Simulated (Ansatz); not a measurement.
# What pressure 22.5 GPa does to Mg2Ge

Take Mg2Ge in the anti-fluorite structure (space group Fm-3m, No. 225; a = 6.421 Å) as the base.

One thing is altered: a hydrostatic pressure of 22.5 GPa.

Computed with Kohn–Sham DFT with the PBE functional, run in Ansatz (an electronic-structure program) with PAW and 420 eV plane waves, scalar-relativistic without spin-orbit coupling. Γ-centred 9×9×9 mesh, Fermi–Dirac width 0.05 eV.

| quantity | base | changed | shift |
|---|---|---|---|
| volume per atom | 22.06 Å³ | 16.94 Å³ | -5.12 Å³ |
| shortest interatomic distance | 2.780 Å | 2.546 Å | -0.234 Å |
| enthalpy H = E + PV relative to the base's energy | – | +2.67 eV/atom | – |
| band gap | 0.17 eV | zero | – |

Final structure:

```yaml
crystal:
  lattice:
    - [0.00000, 2.94017, 2.94017]
    - [2.94017, 0.00000, 2.94017]
    - [2.94017, 2.94017, 0.00000]
  atoms:
    - { symbol: Mg, position: [0.25000, 0.25000, 0.25000] }
    - { symbol: Mg, position: [0.75000, 0.75000, 0.75000] }
    - { symbol: Ge, position: [0.00000, 0.00000, 0.00000] }
```

Cost of the whole job for the changed cell (relaxation, final SCF and bands): very roughly 11 core-seconds.

A case with no gap was solved on a k-mesh chosen for an insulator, which is coarse for it. Load acts through the strain it causes; cell and atoms are relaxed under it. Stability against distortions was not tested. Competing high-pressure phases were not computed. The final runs are not spin-polarised. The zero or small gap of Mg2Ge can change with the level of theory.
